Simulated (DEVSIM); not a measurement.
System: Cr/SiO2/n-Si capacitor, at 300 K.

| layer (left to right) | material | thickness (nm) | Nd (cm⁻³) |
|---|---|---|---|
| 1 | SiO2 | 1.20 | - |
| 2 | Si | 1100 | 2.6e17 |

Metal gate on the left, work function 4.5 eV. Fixed charge at the semiconductor interface 0 cm⁻² (in units of +e); interface traps 2e12 cm⁻² eV⁻¹, uniform in energy, neutral level at 0.3 of the gap above the valence band.

Constants are typed, rounded textbook-type inputs, not results; the design itself was drawn at random and stands for no fabricated device. Values at 300 K.

```
parameter      SiO2       Si
-------------  ----  -------
gap (eV)          9    1.124
affinity (eV)   0.9     4.05
permittivity    3.9     11.7
Nc (cm⁻³)         -  2.86e19
Nv (cm⁻³)         -   3.1e19
```

DEVSIM, 1D Poisson equation in equilibrium, Boltzmann statistics, complete ionisation; no quantum confinement or tunnelling. Metal contacts follow the ideal Schottky-Mott rule: no Fermi-level pinning, no interface dipoles.

Tabulate band edges, carrier densities and field at -0.3 V on the gate.

Energies count from the Fermi level of the right contact; mesh points crowd at the junctions.

```csv
x (μm),Ec (eV),Ev (eV),n (cm⁻³),p (cm⁻³),field (V/cm)
0.000,3.900,-5.100,< 1e2,< 1e2,-530000
0.0005432,3.871,-5.129,< 1e2,< 1e2,-530000
0.0009553,3.849,-5.151,< 1e2,< 1e2,-530000
0.001724,0.676,-0.448,1.3e8,9.2e11,-210000
0.003836,0.633,-0.491,6.6e8,1.8e11,-200000
0.007021,0.572,-0.552,7.0e9,1.7e10,-180000
0.01245,0.478,-0.646,2.7e11,4.3e8,-160000
0.02799,0.273,-0.851,7.4e14,160000,-100000
0.05143,0.140,-0.984,1.3e17,910,-21000
0.09137,0.122,-1.002,2.6e17,450,-180
0.1679,0.122,-1.002,2.6e17,450,≈ 0
0.3782,0.122,-1.002,2.6e17,450,≈ 0
0.6524,0.122,-1.002,2.6e17,450,≈ 0
0.8492,0.122,-1.002,2.6e17,450,≈ 0
0.9900,0.122,-1.002,2.6e17,450,≈ 0
1.041,0.122,-1.002,2.6e17,450,≈ 0
1.068,0.122,-1.002,2.6e17,450,≈ 0
1.084,0.122,-1.002,2.6e17,450,≈ 0
1.094,0.122,-1.002,2.6e17,450,≈ 0
1.098,0.122,-1.002,2.6e17,450,≈ 0
1.100,0.122,-1.002,2.6e17,450,≈ 0
1.101,0.122,-1.002,2.6e17,450,≈ 0
```
